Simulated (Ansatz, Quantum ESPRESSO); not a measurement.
One structure in several programs: NbFeF6 (R-3, 8 atoms in the cell)

Self-consistent single point, at a second geometry (lattice scaled by 0.98). First geometry:

```
NbFeF6
1.0
    2.74987     1.58764     4.78135
   -2.74987     1.58764     4.78135
    0.00000    -3.17528     4.78135
Nb Fe F
1 1 6
Direct
  0.50000   0.50000   0.50000
  0.00000   0.00000   0.00000
  0.16740   0.34185   0.74395
  0.83260   0.65815   0.25605
  0.74395   0.16740   0.34185
  0.25605   0.83260   0.65815
  0.34185   0.74395   0.16740
  0.65815   0.25605   0.83260
```
Moments meant for the start (each program seeds them in its own way; μB, in the order of the atoms Nb Fe F F F F F F): 1.0 4.0 0.0 0.0 0.0 0.0 0.0 0.0.

Shared settings, as Ansatz (a program for electronic structure) writes them: kpoints.mp_grid.grid = 3 3 3; scf.occupations.method = gaussian; scf.occupations.width = 0.1 eV. Potentials and cutoffs stand in the table.

```csv
code,model,ΔF from the first geometry (meV/atom),pressure (GPa),largest force (eV/Å),size of the net moment (μB/atom),cutoff
Quantum ESPRESSO,"LDA (PW92), PseudoDojo standard norm-conserving (LDA) pseudopotentials",-43.8,-4.71,0.219,0.38,90 Ry
Ansatz,"LDA (PW92), PAW files made with PBE",-42.7,-5.06,0.216,0.38,420 eV
```

For Ansatz (by 0.5 GPa) the energy change implies a higher mean pressure, against the two pressures, than for the other programs: a sign of finite-basis (Pulay) stress.

On Ansatz's run: the magnetic order is the one reached from the typed start; others were not searched systematically. The program warned that a starting moment was not kept.

The spread over the programs that give each value: ΔF from the first geometry within 1.1 meV/atom; pressure within 0.35 GPa; largest force within 0.003 eV/Å; size of the net moment within 0.00 μB/atom.

Ansatz's pressure is given at a fixed set of plane waves, as the other plane-wave codes print theirs; with its correction for the finite basis it is -4.50 GPa (the shift of 0.55 GPa shows how far the cutoff is from converged).

The shared mesh is coarse (it stands for a supercell whose shortest vector is 16 Å), so the values are not converged in it.

The starting cell comes from a database of computed structures (which also holds hypothetical and non-ambient phases and stackings), without a prior relaxation at this level. For this run, on top of that: lattice scaled by 0.98.

Left out of this page: Elk (unsound by tests on forces, stress, charge or solver warnings).

Keys are those of Ansatz 0.2.
